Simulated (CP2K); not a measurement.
Band structure of Co2SiGe (P2_1, 8 atoms in the cell).

```yaml
crystal:
  lattice:
    - [4.53407, 0.00000, 0.00000]
    - [0.00000, 4.53579, 0.00000]
    - [-0.05692, 0.00000, 4.53934]
  atoms:
    - { symbol: Co, position: [0.64359, 0.63821, 0.60395] }
    - { symbol: Co, position: [0.35641, 0.13821, 0.39605] }
    - { symbol: Co, position: [0.86440, 0.35934, 0.11767] }
    - { symbol: Co, position: [0.13560, 0.85934, 0.88233] }
    - { symbol: Si, position: [0.15633, 0.66001, 0.41238] }
    - { symbol: Si, position: [0.84367, 0.16001, 0.58762] }
    - { symbol: Ge, position: [0.33863, 0.34244, 0.90580] }
    - { symbol: Ge, position: [0.66137, 0.84244, 0.09420] }
```

Level of theory: LDA (Pade form), GPW, DZVP-MOLOPT-SR-GTH basis, GTH-PADE potentials (GTH_POTENTIALS) (CP2K 2026.2).

Settings: CUTOFF = 600 Ry; REL_CUTOFF = 40 Ry; SMEAR/METHOD = FERMI_DIRAC; ELECTRONIC_TEMPERATURE = 1160.45 K; KPOINTS/SCHEME = MONKHORST-PACK 4 4 4; GAMMA_CENTERED = T; XC_FUNCTIONAL = PADE; Co/BASIS_SET = DZVP-MOLOPT-SR-GTH-q17; Co/POTENTIAL = GTH-PADE-q17; Si/BASIS_SET = DZVP-MOLOPT-SR-GTH-q4; Si/POTENTIAL = GTH-PADE-q4; Ge/BASIS_SET = DZVP-MOLOPT-SR-GTH-q4; Ge/POTENTIAL = GTH-PADE-q4; METHOD = GPW.

The starting cell comes from a database of computed structures (which also holds hypothetical and non-ambient phases and stackings), without a prior relaxation at this level. Spin polarisation is off. Values carry the incompleteness of an atom-centred basis.

Levels in eV from the Fermi level, bands 39 to 44:
```csv
point,39,40,41,42,43,44
Γ,-0.77,-0.76,-0.13,-0.11,-0.09,1.67
Y,-0.70,-0.67,-0.50,-0.50,0.85,0.90
H,-0.98,-0.98,-0.17,-0.03,0.31,0.40
C,-0.98,-0.98,-0.17,-0.03,0.31,0.40
E,-1.09,-1.09,-0.30,-0.30,-0.29,-0.29
M1,-1.09,-1.09,-0.31,-0.31,-0.28,-0.28
A,-0.98,-0.98,-0.11,-0.11,0.37,0.37
X,-0.71,-0.65,-0.53,-0.48,0.84,0.91
D,-0.98,-0.98,-0.11,-0.11,0.38,0.38
```

Bands cross the Fermi level along this path, so the cell is metallic at this level.

Higher empty bands are left out: an atom-centred basis made for the valence describes them poorly.
